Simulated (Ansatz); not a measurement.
**Worked example: self-consistent single point of LiNbF6 (R-3, 8 atoms in the cell) in Ansatz (a program for electronic structure)**

Level of theory: LDA (PW92), default PAW files made with PBE (plane waves; Ansatz).

Input:

Ansatz 0.2 input:
```yaml
# LiNbF6
crystal:
  lattice:
    - [2.57010200, 1.48384900, 4.57978800]
    - [-2.57010200, 1.48384900, 4.57978800]
    - [0.00000000, -2.96769800, 4.57978800]
  atoms:
    - { symbol: Li, position: [0.50000000, 0.50000000, 0.50000000] }
    - { symbol: Nb, position: [0.00000000, 0.00000000, 0.00000000] }
    - { symbol: F, position: [0.12815000, 0.75324700, 0.36355000] }
    - { symbol: F, position: [0.87185000, 0.24675300, 0.63645000] }
    - { symbol: F, position: [0.36355000, 0.12815000, 0.75324700] }
    - { symbol: F, position: [0.63645000, 0.87185000, 0.24675300] }
    - { symbol: F, position: [0.75324700, 0.36355000, 0.12815000] }
    - { symbol: F, position: [0.24675300, 0.63645000, 0.87185000] }
basis:
  ecutwfc: 420.0 eV
kpoints:
  mp_grid:
    grid: [6, 6, 6]
hamiltonian:
  xc: lda
  pseudopotentials:
    kind: paw
scf:
  occupations:
    method: fixed
output:
  forces: true
  eigenvalues: true
  stress: true
```

Log, with long lists cut:

```
WARN ansatz: RAYON_NUM_THREADS=1 ignored (pool sized by the plan → 1); use --threads N
Pseudopotentials: kind: paw
Pseudopotential: Li, paw, valence charge 3
Pseudopotential: Nb, paw, valence charge 13
Pseudopotential: F, paw, valence charge 7
Crystal: 8 atoms, lattice volume = 104.794 Å³
Basis set: ecut = 420 eV, 2073 PW (Γ)
Bands: 37, of which v1, the nominal top of the filled ones, is band 29 counted from 1 (28 counted from 0)
Symmetry: 6 space group operations
Space group: R-3 (ITA 148), of the structure as read, at distance tolerance 4.7e-5 Å
k-points: 40 of 216
PAW frozen core: Nb, regenerated for the run's functional, and the local potential with it
PAW frozen core: F, regenerated for the run's functional, and the local potential with it
Initial density: superposition of atomic densities (neutral atoms: chi_scale 0, normalization atom), corrected by the library's trained network
Initial wavefunctions: pseudopotential atomic-orbital guess
Eigensolver: davidson
Functional: x = slater, c = lda
SCF iter   1: F=—  HF=-9415.014082 eV  |F-HF|=—  |Δ(HF+E_count)|=         —  Δρ=2.13e-2  dr2=3.68e-1  ethr=1.77e-3  ⟨swp⟩=4.9  Hψ=5370  notcnv=0  defer=200
all-band conjugate gradients solve this SCF's bands
preconditioner: auto → Resta (q_TF=auto, 2.472 Å⁻¹)
SCF iter   2: F=—  HF=-9414.931684 eV  |F-HF|=—  |Δ(HF+E_count)|=   8.24e-2  Δρ=7.76e-3  dr2=4.67e-2  ethr=6.35e-4  ⟨swp⟩=2.2  Hψ=2580  notcnv=0  defer=200
SCF iter   3: F=—  HF=-9414.921180 eV  |F-HF|=—  |Δ(HF+E_count)|=   1.05e-2  Δρ=2.43e-3  dr2=4.56e-3  ethr=8.06e-5  ⟨swp⟩=2.0  Hψ=2136  notcnv=0  defer=217
SCF iter   4: F=—  HF=-9414.919688 eV  |F-HF|=—  |Δ(HF+E_count)|=   1.49e-3  Δρ=4.47e-4  dr2=1.44e-4  ethr=7.87e-6  ⟨swp⟩=2.0  Hψ=2600  notcnv=0  defer=235
SCF iter   5: F=—  HF=-9414.919703 eV  |F-HF|=—  |Δ(HF+E_count)|=   1.54e-5  Δρ=9.67e-5  dr2=1.18e-5  ethr=2.49e-7  ⟨swp⟩=1.0  Hψ=1395  notcnv=0  defer=97
SCF iter   6: F=—  HF=-9414.919698 eV  |F-HF|=—  |Δ(HF+E_count)|=   4.80e-6  Δρ=2.82e-5  dr2=7.84e-7  ethr=2.03e-8  ⟨swp⟩=3.0  Hψ=2875  notcnv=0  defer=86
SCF iter   7: F=-9414.919699 eV  HF=-9414.919699 eV  |F-HF|=1.51e-8  |Δ(HF+E_count)|=   5.15e-7  Δρ=4.87e-6  dr2=3.81e-8  ethr=1.72e-10  ⟨swp⟩=11.2  Hψ=6818  notcnv=0
SCF 1 converged in 7 iterations: F = -9414.919699 eV  dr2 = 3.81e-8
SCF converged after 7 iterations
Free energy (F): -9414.919699 eV
Harris-Foulkes:  -9414.919699 eV  (|F-HF|=1.51e-8)
Internal energy: -9414.919699 eV  (E = F + TS)
E sigma→0 (E₀):  -9414.919699 eV
Fermi energy:    -0.175656 eV
--- Per-component energies (eV) ---
  E_band       = -654.002917
  E_kinetic    = 1635.149268
  E_local      = -5273.027630  (includes V_loc(G=0)·N_el)
  E_nonlocal   = 537.401509
  E_hartree    = 1896.095041
  E_xc         = -648.334022
  E_vxc        = -826.066860  (∫ρ·V_xc dr)
  E_paw        = -4104.752445  (= ΣΔE_a)
  E_vpaw       = -519.664467  (= ΣTr[D̂ρ^β])
  E_aug_tail   = 0.012089  (compensation charges beyond the density's cutoff)
  E_ewald      = -3458.568713
  E_core_change = 1.105205  (= ΣΔE_core)
  E_smearing   = -0.000000  (= −TS)
  E_closure    = -0.000000  (closes the sum)
  Σ components = -9414.919699   (vs F -9414.919699, Δ=0.00e0)
--- Forces (eV/Å), atoms counted from 1 ---
  atom   1  Li     0.00000000     0.00000000     0.00000000
  atom   2  Nb     0.00000000     0.00000000     0.00000000
  atom   3  F     -0.53837528     0.82900787    -0.68140979
  atom   4  F      0.53837528    -0.82900787     0.68140979
  atom   5  F     -0.44875424    -0.88075061    -0.68140979
  atom   6  F      0.44875424     0.88075061     0.68140979
  atom   7  F      0.98712952     0.05174274    -0.68140979
  atom   8  F     -0.98712952    -0.05174274     0.68140979
  max |Σ_I F_I| component: 2.22e-16 eV/Å
--- Stress (GPa, compression-positive) ---
       -8.983871       0.000000      -0.000000
       -0.000000      -8.983871       0.000000
       -0.000000       0.000000      -9.154842
  P = ⅓ Tr σ = -9.0409 GPa (-90.409 kbar)
  The stress holds the Pulay correction. Without it, at fixed plane waves, as pw.x and ABINIT print it: P = -10.0119 GPa
--- Band table (eV; the first three rows and the last of 40) ---
  k-point 0: bands = ["-53.7537", "-39.2176", "-30.0449", "-30.0449", "-30.0405", "-19.9319", "-19.6098", "-19.6098", "-18.9643", "-18.9272", "-18.9272", "-3.2693", "-3.2693", "-3.0900", "-2.7445", "-2.6501", "-2.6501", "-1.9894", "-1.9894", [...]
  k-point 1: bands = ["-53.7537", "-39.2176", "-30.0461", "-30.0451", "-30.0404", "-19.8873", "-19.6304", "-19.6202", "-18.9765", "-18.9385", "-18.9151", "-3.3423", "-3.2978", "-3.0163", "-2.8384", "-2.6755", "-2.6383", "-1.9974", "-1.7291", [...]
  k-point 2: bands = ["-53.7537", "-39.2176", "-30.0485", "-30.0455", "-30.0403", "-19.7875", "-19.6647", "-19.6365", "-19.0788", "-18.9122", "-18.8842", "-3.5165", "-3.4141", "-3.0343", "-2.7290", "-2.4710", "-2.4285", "-2.0586", "-1.5062", [...]
  k-point 39: bands = ["-53.7537", "-39.2176", "-30.0451", "-30.0451", "-30.0434", "-19.7534", "-19.6530", "-19.6530", "-19.1567", "-18.8758", "-18.8758", "-3.5953", "-3.5953", "-2.8210", "-2.3900", "-2.3900", "-2.2711", "-1.9681", "-1.4955", [...]
```

The run converged in 7 iterations.

The starting cell comes from a database of computed structures (which also holds hypothetical and non-ambient phases and stackings), without a prior relaxation at this level. Its lattice was rescaled by up to half a per cent. With a pressure of about -9 GPa the cell is away from its equilibrium volume at this level. Forces in this geometry exceed 1 eV/Å. Ansatz's pressure includes its estimate of the finite-basis (Pulay) stress. Without the estimate this run gives -10.01 GPa.
